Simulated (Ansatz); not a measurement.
Results of r²SCAN (Ansatz, an electronic-structure program, PAW) for InP (model structure, within 0.1 Å of P6₄22, No. 181, 6 atoms in the cell).

Run with plane-wave cutoff 560 eV, 18×18×6 k mesh (along the axes of the cell as run), Fermi–Dirac smearing 0.05 eV, scalar-relativistic PAW data made under PBE.

Cell (relaxed at this level):

```cif
data_In3P3
_chemical_formula_sum 'In3 P3'
_space_group_name_H-M_alt 'P6422'
_space_group_IT_number 181
_space_group_name_Hall 'P 64 2 (0 0 2)'
_cell_length_a 4.13902
_cell_length_b 4.13902
_cell_length_c 9.35071
_cell_angle_alpha 90.000
_cell_angle_beta 90.000
_cell_angle_gamma 120.000
loop_
_atom_site_label
_atom_site_type_symbol
_atom_site_symmetry_multiplicity
_atom_site_Wyckoff_symbol
_atom_site_fract_x
_atom_site_fract_y
_atom_site_fract_z
_atom_site_occupancy
In1 In 3 c 0.50000 0.00000 0.00000 1
P1 P 3 d 0.50000 0.00000 0.50000 1
```

**Question.** What does this level give for the band gap and bulk modulus?

**Answer.** 
- band gap = 0.42 eV (on the SCF k mesh)
- bulk modulus = 74.0 GPa

Note: the bulk modulus is −V dP/dV from two relaxed cells at ±2 % in volume.

Spin–orbit coupling is not included.

The computed numbers hold no vibrational or temperature effects.

A model structure was made by putting elements into a prototype or built by hand; it is no filed structure, need not be a known phase, and can be a saddle point held by its symmetry.
